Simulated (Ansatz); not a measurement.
Hypothetical cubic perovskite CaSnSe3, response to strain

Consider CaSnSe$_{3}$ in the cubic perovskite structure (space group Pm-3m, No. 221; a hypothetical phase, not in the database extracts checked).

```yaml
crystal:
  lattice:
    - [5.21174, 0.00000, 0.00000]
    - [0.00000, 5.21174, 0.00000]
    - [0.00000, 0.00000, 5.21174]
  atoms:
    - { symbol: Ca, position: [0.00000, 0.00000, 0.00000] }
    - { symbol: Sn, position: [0.50000, 0.50000, 0.50000] }
    - { symbol: Se, position: [0.00000, 0.50000, 0.50000] }
    - { symbol: Se, position: [0.50000, 0.50000, 0.00000] }
    - { symbol: Se, position: [0.50000, 0.00000, 0.50000] }
```

Cartesian axes are those of the cell as printed.

Strains are applied to the cell and any free atomic positions relax; under biaxial strain the out-of-plane vector relaxes too; under stress the whole cell relaxes.

Level of theory: PBEsol, PAW, 420 eV (Ansatz, a program for electronic structure; no spin-orbit coupling).

Notes on the quantities. energy relative to the base: free energy F; pressure: mean of the normal stresses, compression positive.

```csv
variant,volume per atom,energy relative to the base,pressure,space group
base,28.31 Å³,0 meV/atom,0.0 GPa,Pm-3m (No. 221)
"biaxial strain −4.41 %, plane normal [001], relaxed out of plane",26.48 Å³,+47 meV/atom,4.4 GPa,P4/mmm (No. 123)
"biaxial strain −4.68 %, plane normal [110], relaxed out of plane",27.04 Å³,+33 meV/atom,2.9 GPa,Cmmm (No. 65)
uniaxial strain ε_xx = −3.65 %,27.28 Å³,+14 meV/atom,2.2 GPa,P4/mmm (No. 123)
"uniaxial stress, 3 GPa compression along z",27.83 Å³,+6.8 meV/atom,–,P4/mmm (No. 123)
```

Without a gap, meshes like the base's 9×9×9 leave anisotropic stresses uncertain by several tenths of a GPa, and small strain energies with them. Beyond what the load breaks, stability against distortions was not tested. All final runs are without spin polarisation. Many cubic perovskites are stable only at high temperature; tilts and polar distortions were not tested.
